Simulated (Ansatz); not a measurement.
The structure below was relaxed with PBE, PAW, 420 eV (Ansatz, an electronic-structure program; no SOC), earlier PAW set.

```xyz
6
Lattice="2.2155 -2.8543 0.0000 2.2155 2.8543 0.0000 0.0000 0.0000 5.5844" Properties=species:S:1:pos:R:3 pbc="T T T"
Hf     2.2155    -1.8474     1.3961
Hf     2.2155     1.8474     4.1883
C      1.5366     0.0000     2.7922
C      2.8945     0.0000     0.0000
C      2.8945     0.0000     2.7922
C      1.5366     0.0000     0.0000
```

Find the space group and the Wyckoff positions.

Space group Cmcm (No. 63); a = 4.4311 Å, b = 5.7085 Å, c = 5.5844 Å, α = 90.00°, β = 90.00°, γ = 90.00°

```
atom  site  symmetry       x       y       z
----  ----  --------  ------  ------  ------
Hf      4c       m2m  0.0000  0.1764  0.2500
C       8e       2..  0.3468  0.0000  0.0000
```

Describe the coordination.

The crystal has 12 atoms in its conventional cell. Cell: a = 4.4311 Å, b = 5.7085 Å, c = 5.5844 Å, α = 90.00°, β = 90.00°, γ = 90.00°. Hf is coordinated by 8 C at 2.307–2.413 Å. C sees 1 C at 1.358 Å and 4 Hf at 2.307–2.413 Å. (Neighbours: up to the widest gap in distance over summed covalent radii, below 1.35, at either atom; cation-cation and far metal-metal contacts left out.)

No phonon test of stability was made. The final runs are not spin-polarised. The cell was made from HfO2 by this change: O → C; the result is a hypothetical phase, not in the database extracts checked.
